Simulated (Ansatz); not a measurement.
PbO2 in the rutile structure (space group P4_2/mnm, No. 136)

PbO2 is taken in the tetragonal space group P4₂/mnm (No. 136), the rutile structure, Pearson symbol tP6. Conventional cell: a = b = 5.082 Å, c = 3.444 Å, α = β = γ = 90.00°. Pb on 2a has 6 O at 2.207–2.213 Å (octahedral). O on 4f is coordinated by 3 Pb at 2.207–2.213 Å (trigonal planar). (Neighbours: up to the widest gap in distance over summed covalent radii, below 1.35, at either atom; cation-cation and far metal-metal contacts left out.)

Level of theory: PBE (Ansatz, a first-principles code), scalar-relativistic without spin-orbit coupling. Settings: 9×9×14 k-points, 0.05 eV Fermi–Dirac smearing.

```yaml
volume_per_atom: 14.82 Å³
density: 8.93 g/cm³
band_gap: zero
total_energy: -4346.243 eV/atom (σ→0; compares only within this code and set-up)
```

With Pb present, leaving out spin-orbit coupling can change the band edges. No phonon test of stability was made. The final runs are not spin-polarised. A zero or small gap of PbO2 can be the functional's error rather than a property of the material.
